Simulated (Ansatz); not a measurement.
A series of runs on TlBO2 (R-3m, 4 atoms in the cell)

```
TlBO2
1.0
    1.51954     0.87731     5.51650
   -1.51954     0.87731     5.51650
    0.00000    -1.75461     5.51650
B Tl O
1 1 2
Direct
  0.00000   0.00000   0.00000
  0.50000   0.50000   0.50000
  0.26670   0.26670   0.26670
  0.73330   0.73330   0.73330
```

Base run A: revPBE, default PAW files made with PBE in Ansatz (a quantum-chemistry and plane-wave program), self-consistent single point.

Its settings: kpoints.mp_grid.grid = 10 10 10; hamiltonian.xc = revpbe; hamiltonian.pseudopotentials = {kind: paw} (the program's default PAW files); scf.occupations.method = gaussian; scf.occupations.width = 0.2 eV.

The starting cell was generated: these elements placed on a structure prototype, without a prior relaxation; it need not be a known phase or ordering of this composition. Its lattice was rescaled by a random factor within 2.5 % of one. In the base run, with a pressure of about 9 GPa the cell is away from its equilibrium volume at this level. In the base run, forces exceed 1 eV/Å. Ansatz's pressure includes its estimate of the finite-basis (Pulay) stress. The run gives no clean gap (levels at the Fermi energy touch, overlap or are partly filled at this smearing), which alone does not show that the compound is a metal.

ΔF is the free energy per atom less that of run A. 

Run A gave: pressure (GPa) 9.26; largest force (eV/Å) 4.931; TS (meV/atom) 2.1; k-points 116.

Runs:
- B: kpoints.mp_grid.grid, scf.occupations.width = 7 7 7, 0.03 eV
- C: kpoints.mp_grid.grid, scf.occupations.width = 7 7 7, 0.1 eV
- D: kpoints.mp_grid.grid, scf.occupations.width = 7 7 7, 0.3 eV
- E: kpoints.mp_grid.grid, scf.occupations.width = 9 9 9, 0.03 eV
- F: kpoints.mp_grid.grid, scf.occupations.width = 9 9 9, 0.1 eV
- G: kpoints.mp_grid.grid, scf.occupations.width = 9 9 9, 0.3 eV
- H: kpoints.mp_grid.grid, scf.occupations.width = 10 10 10, 0.03 eV
- I: kpoints.mp_grid.grid, scf.occupations.width = 10 10 10, 0.1 eV
- J: kpoints.mp_grid.grid, scf.occupations.width = 10 10 10, 0.3 eV
- K: kpoints.mp_grid.grid, scf.occupations.width = 12 12 12, 0.03 eV
- L: kpoints.mp_grid.grid, scf.occupations.width = 12 12 12, 0.1 eV
- M: kpoints.mp_grid.grid, scf.occupations.width = 12 12 12, 0.3 eV

Q: What does run M change against A?

A: The free energy drops by 1.1 meV/atom, the pressure moves little (9.26 to 9.27 GPa) and the largest force goes from 4.931 to 4.911 eV/Å.

Q: What does run K change against A?

A: The free energy goes up by 1.3 meV/atom, the pressure hardly changes (9.26 to 9.29 GPa) and the largest force goes from 4.931 to 4.962 eV/Å.

```json
[
 {"run": "A", "ΔF (meV/atom)": "0.00", "pressure (GPa)": "9.26", "largest force (eV/Å)": "4.931", "TS (meV/atom)": "2.1", "k-points": "116"},
 {"run": "B", "ΔF (meV/atom)": "1.62", "pressure (GPa)": "9.22", "largest force (eV/Å)": "4.962", "TS (meV/atom)": "0.1", "k-points": "44"},
 {"run": "C", "ΔF (meV/atom)": "1.33", "pressure (GPa)": "9.26", "largest force (eV/Å)": "4.960", "TS (meV/atom)": "0.6", "k-points": "44"},
 {"run": "D", "ΔF (meV/atom)": "-1.37", "pressure (GPa)": "9.25", "largest force (eV/Å)": "4.897", "TS (meV/atom)": "6.2", "k-points": "44"},
 {"run": "E", "ΔF (meV/atom)": "1.85", "pressure (GPa)": "9.39", "largest force (eV/Å)": "4.943", "TS (meV/atom)": "0.1", "k-points": "85"},
 {"run": "F", "ΔF (meV/atom)": "1.50", "pressure (GPa)": "9.35", "largest force (eV/Å)": "4.948", "TS (meV/atom)": "0.7", "k-points": "85"},
 {"run": "G", "ΔF (meV/atom)": "-1.01", "pressure (GPa)": "9.29", "largest force (eV/Å)": "4.905", "TS (meV/atom)": "5.8", "k-points": "85"},
 {"run": "H", "ΔF (meV/atom)": "0.97", "pressure (GPa)": "9.26", "largest force (eV/Å)": "4.946", "TS (meV/atom)": "0.1", "k-points": "116"},
 {"run": "I", "ΔF (meV/atom)": "0.75", "pressure (GPa)": "9.26", "largest force (eV/Å)": "4.943", "TS (meV/atom)": "0.5", "k-points": "116"},
 {"run": "J", "ΔF (meV/atom)": "-1.38", "pressure (GPa)": "9.26", "largest force (eV/Å)": "4.905", "TS (meV/atom)": "5.3", "k-points": "116"},
 {"run": "K", "ΔF (meV/atom)": "1.25", "pressure (GPa)": "9.29", "largest force (eV/Å)": "4.962", "TS (meV/atom)": "0.1", "k-points": "189"},
 {"run": "L", "ΔF (meV/atom)": "1.05", "pressure (GPa)": "9.28", "largest force (eV/Å)": "4.961", "TS (meV/atom)": "0.4", "k-points": "189"},
 {"run": "M", "ΔF (meV/atom)": "-1.12", "pressure (GPa)": "9.27", "largest force (eV/Å)": "4.911", "TS (meV/atom)": "5.6", "k-points": "189"}
]
```

Keys are those of Ansatz 0.2.
